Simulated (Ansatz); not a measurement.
The starting structures come from a database of crystals and need not be the phases stable at ambient conditions.

**Evanescent states of TlBr (Fm-3m, rock salt, 2 atoms a cell, 38.9 Å³ an atom, -2 GPa at this level) along the normal of (111)**

These are PBEsol (plane waves, PAW; Ansatz, an electronic-structure program) values and carry that method's errors.

The gap is the functional's own, uncorrected, and κ follows it; spin-orbit coupling is left out. Mid-gap means the computed energy nearest the middle.

Energies count from the valence-band top; κ is the least over a 12×12 mesh across the current.

```tsv
E (eV)	κ (1/Å)	where
0.06	0.081	off Γ
0.18	0.137	off Γ
0.30	0.173	off Γ
0.42	0.201	off Γ
0.54	0.223	off Γ
0.66	0.234	Γ
0.78	0.241	Γ
0.90	0.245	Γ
1.02	0.245	Γ
1.14	0.242	Γ
1.26	0.236	Γ
1.38	0.227	Γ
1.50	0.215	Γ
1.62	0.201	Γ
1.74	0.182	Γ
1.86	0.159	Γ
1.98	0.129	Γ
2.10	0.086	Γ
```

**Question.** How thick must the barrier be to attenuate the transmission by 10^4 when the electrodes' Fermi level lies at 0.42 eV, and what attenuation does that film give at 1.86 eV?

**Answer.** d = 4 ln 10 / (2 × 0.201) = 22.9 Å. At 1.86 eV it gives 4 × 0.159/0.201 = 3.2 decades.
